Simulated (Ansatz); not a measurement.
**Effect of Ni → Cd on NiSi2**

Consider NiSi2 (space group Fm-3m, No. 225; a = 5.390 Å; non-magnetic).

The change: Cd takes the place of Ni on all its sites; the structure is relaxed again.

Computed with PBEsol (Ansatz, a quantum-chemistry and plane-wave program; PAW; 420 eV plane waves; without spin-orbit coupling). k-mesh 13×13×13 (Γ-centred); smearing 0.05 eV (Fermi–Dirac), for the changed cell.

The volume per atom rises by 7.40 Å³ to 20.45 Å³ and the density drops by 0.31 g/cm³ (4.87 g/cm³ → 4.56 g/cm³). The space group stays Fm-3m (No. 225) and the shortest interatomic distance rises by 0.377 Å to 2.711 Å. The band gap remains zero.

Stability against distortions was not tested. As relaxed here, CdSi2 is a hypothetical phase, not in the database extracts checked. Seeded moments were not kept for the base. The final runs are not spin-polarised.
